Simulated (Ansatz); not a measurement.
Pt (Fm-3m): band-structure transport figures

Input:

```
Pt
1.0
    0.00000     1.95943     1.95943
    1.95943     0.00000     1.95943
    1.95943     1.95943     0.00000
Pt
1
Cartesian
  0.00000   0.00000   0.00000
```

The numbers are results of PBEsol, rigid bands (plane waves, PAW, scalar-relativistic; Ansatz, a quantum-chemistry and plane-wave program), not measurements. Geometry: cell and atoms relaxed with PBEsol.

```
Item                                                              Value
------------------------------------  ---------------------------------
density of states at the Fermi level  2.00 states/(eV·cell), both spins
bare Sommerfeld coefficient                    4.7 mJ/(mol of atoms·K²)
Drude plasma energy                                              8.9 eV
root-mean-square Fermi velocity                               4.8e5 m/s
resistivity times τ                                    6.2 ×10⁻²² Ω·m·s
resistivity times mean free path                        3.4 ×10⁻¹⁶ Ω·m²
```

A metal at this level (no band gap); rigid bands, thermally averaged at 300 K, both spins. Spin-orbit coupling is left out, which matters with elements this heavy. τ is one relaxation time for all states; the product of resistivity and mean free path takes one path for all states instead.
